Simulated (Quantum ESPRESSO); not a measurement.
Input and output of a self-consistent single point for LaB₃O₆ (C2/c, 20 atoms in the cell) (Quantum ESPRESSO).

Method: vdW-DF, GBRV 1.5 ultrasoft (PBE) pseudopotentials (plane waves; Quantum ESPRESSO).

```xyz
20
Lattice="4.9704 -4.0903 0.0000 4.9704 4.0903 0.0000 -3.9039 0.0000 5.1844" Properties=species:S:1:pos:R:3 pbc="T T T"
La     2.0425    -2.4538     3.8883
La     3.9944     2.4538     1.2961
B      2.0425     2.2719     3.8883
B      3.9944    -2.2719     1.2961
B      1.0817     0.5654     2.1697
B      4.9552    -0.5654     3.0148
B      6.9071     0.5654     0.4225
B     -0.8702    -0.5654     4.7619
O      1.9565     1.5278     2.6451
O      4.0804    -1.5278     2.5393
O      2.1284     1.5278     5.1316
O      3.9085    -1.5278     0.0529
O      0.8547     3.1511     4.0673
O      5.1823    -3.1511     1.1171
O      3.2303     3.1511     3.7093
O      2.8066    -3.1511     1.4751
O      1.0005    -0.6921     2.6014
O      5.0364     0.6921     2.5830
O      3.0844    -0.6921     5.1753
O      2.9525     0.6921     0.0092
```

Reference input (self-consistent single point, DFT, LDA (PZ), plane waves, GBRV 1.5 ultrasoft (LDA) pseudopotentials): ecutwfc = 40 Ry; ecutrho = 200 Ry; occupations = smearing; smearing = gauss; degauss = 0.000734986 Ry; potentials = {La: la_lda_v1.uspp.F.UPF, B: b_lda_v1.4.uspp.F.UPF, O: o_lda_v1.2.uspp.F.UPF}; K_POINTS = automatic 5 5 5 0 0 0; conv_thr = 1e-11 Ry. This run's input differs from it in these lines:

```diff
@@ -17,2 +17,3 @@
   degauss = 0.000734986,
+  input_dft = 'vdw-df',
 /
@@ -22,5 +23,5 @@
 ATOMIC_SPECIES
-La   138.9055  la_lda_v1.uspp.F.UPF
-B     10.8100  b_lda_v1.4.uspp.F.UPF
-O     15.9990  o_lda_v1.2.uspp.F.UPF
+La   138.9055  la_pbe_v1.uspp.F.UPF
+B     10.8100  b_pbe_v1.4.uspp.F.UPF
+O     15.9990  o_pbe_v1.2.uspp.F.UPF
 CELL_PARAMETERS angstrom
```

The program printed (abridged):

```
     Self-consistent Calculation

     iteration #  1     ecut=    40.00 Ry     beta= 0.70

     negative rho (up, down):  1.434E-01 0.000E+00

     total energy              =    -635.17794406 Ry
     estimated scf accuracy    <       4.87889071 Ry

     iteration #  2     ecut=    40.00 Ry     beta= 0.70

     negative rho (up, down):  7.831E-02 0.000E+00

     total energy              =    -636.25457813 Ry
     estimated scf accuracy    <       4.93116388 Ry

     iteration #  3     ecut=    40.00 Ry     beta= 0.70

     negative rho (up, down):  9.643E-02 0.000E+00

     total energy              =    -637.23649587 Ry
     estimated scf accuracy    <       0.15946896 Ry

   [... 11 blocks of this kind left out ...]

     iteration # 15     ecut=    40.00 Ry     beta= 0.70

     negative rho (up, down):  1.193E-01 0.000E+00

     total energy              =    -637.31240078 Ry
     estimated scf accuracy    <          5.1E-10 Ry

     iteration # 16     ecut=    40.00 Ry     beta= 0.70

     negative rho (up, down):  1.193E-01 0.000E+00
     End of self-consistent calculation

     the Fermi energy is     7.3887 ev

!    total energy              =    -637.31240078 Ry
     estimated scf accuracy    <          1.4E-12 Ry
     smearing contrib. (-TS)   =      -0.00000000 Ry
     internal energy E=F+TS    =    -637.31240078 Ry

     convergence has been achieved in  16 iterations

     negative rho (up, down):  1.193E-01 0.000E+00

     Forces acting on atoms (cartesian axes, Ry/au):

     atom    1 type  1   force =     0.00000000   -0.00201122    0.00000000
     atom    2 type  1   force =     0.00000000    0.00201122    0.00000000
     atom    3 type  2   force =     0.00000000   -0.00208435    0.00000000
     atom    4 type  2   force =     0.00000000    0.00208435    0.00000000
     atom    5 type  2   force =     0.00049211   -0.00088135    0.00228508
   [... lines left out ...]
     Total force =     0.034165     Total SCF correction =     0.000003
   [... lines left out ...]

     negative rho (up, down):  1.193E-01 0.000E+00
          total   stress  (Ry/bohr**3)                   (kbar)     P=       75.30
   0.00049090   0.00000000   0.00007833           72.21        0.00       11.52
   0.00000000   0.00054639   0.00000000            0.00       80.38        0.00
   0.00007833   0.00000000   0.00049836           11.52        0.00       73.31

   JOB DONE.
```

The run converged in 16 iterations. Against the reference run the pressure goes from -4.74 to 7.53 GPa, the largest force goes from 0.133 to 0.299 eV/Å and the gap on the mesh goes from 4.897 to 5.041 eV.

The starting cell comes from a database of computed structures (which also holds hypothetical and non-ambient phases and stackings), without a prior relaxation at this level. With a pressure of about 8 GPa the cell is away from its equilibrium volume at this level.

Cost on one core of a shared machine: roughly 10 min.
